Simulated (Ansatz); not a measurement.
The starting structures come from a database of crystals and need not be the phases stable at ambient conditions.

By PBEsol, the system below comes out a metal.

Consider the following.

```
CuZr
1.0
    5.26934     0.00000     0.00000
    0.00000     8.23239     0.00000
    0.72923     4.11620     3.19932
Zr Cu
4 4
Direct
  0.98986   0.09156   0.81688
  0.02185   0.58938   0.82124
  0.40986   0.73313   0.09012
  0.40986   0.17675   0.09012
  0.54793   0.28314   0.43372
  0.56480   0.69796   0.60408
  0.85016   0.05215   0.39540
  0.85016   0.55245   0.39540
```

Space group of this cell: Cm. The cell is taken as given; by PBEsol its mean pressure is -3.3 GPa.

The current flows along the normal of the first two printed cell vectors. No spin-orbit coupling; the value is a mean over 0.1 eV about the Fermi level.

### Question
State the ballistic conductance per area according to PBEsol in Ansatz (a quantum-chemistry and plane-wave program).

### Answer
0.37 × 10¹⁵ S/m² for both spins.
